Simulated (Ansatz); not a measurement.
Start from GeSe (space group P6_3mc, No. 186; a = 4.710 Å, c = 5.685 Å; a hypothetical phase, not in the database extracts checked). Axes: x lies along a and z along c of the hexagonal cell.

Now apply this change: strain tensor (xx, yy, zz, yz, xz, xy) = (−0.75, −1.05, +0.02, +1.13, +0.02, +0.33) %, atoms relaxed at fixed cell.

Levels (all Ansatz, a first-principles code, PAW, earlier PAW set): PBEsol (420 eV, without spin-orbit coupling); HSE06 (420 eV, no spin-orbit coupling).

The geometry is relaxed with PBEsol.

```
Property          Result
---------------  -------
PBEsol band gap  0.60 eV
```

With HSE06 at the same geometry, the band gap increases by 0.15 eV, from 0.60 eV to 0.75 eV.

Single points use the geometry relaxed with PBEsol. HSE06 was sampled on its mesh, a few special points and the semilocal edge points, so its gap is an upper bound. Stability against distortions was not tested.
